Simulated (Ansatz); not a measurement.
We consider L1₀ (CuAu-type) CuAu, described by BLYP (Ansatz, an electronic-structure program, plane waves, PAW).

Settings: plane-wave cutoff 520 eV, 20×20×16 k mesh (along the axes of the cell as run), Fermi–Dirac smearing 0.05 eV, no spin polarisation, scalar-relativistic PAW data made under PBE.

Results at a series of volumes:

```tsv
V (Å³/atom)	E − E_lowest (meV/atom)	P (GPa)
15.468	9.48	4.93
15.790	2.27	2.30
16.112	0.00	0.00
16.434	2.07	-2.02
16.757	7.95	-3.78
```

Task: Estimate the bulk modulus from the pressures at 15.790 and 16.434 Å³/atom, and compare it with a fit to all energies.

Result: B = −V dP/dV. Between V = 15.790 and 16.434 Å³/atom, dP/dV = (-2.02 − (2.30))/(16.434 − 15.790) = -6.71 GPa per Å³/atom; at the midpoint 16.112 Å³/atom this gives B ≈ 108 GPa. The third-order Birch–Murnaghan fit gives V0 = 16.112 Å³/atom, B0 = 108 GPa, B′ = 5.6, which lies within 1 % of that estimate.

Shape and atoms are relaxed at each volume.

Note: the cell is over a tenth larger than the published one: the level's own overestimate first of all, though another phase or state, or a fault of the published cell, is possible; the bulk modulus comes from volumes at which shape and atoms were relaxed.

Spin–orbit coupling is not included; it can shift volumes and moduli of such heavy elements.

The computed numbers hold no vibrational or temperature effects.

It cost very roughly 9 core-minutes of CPU time.
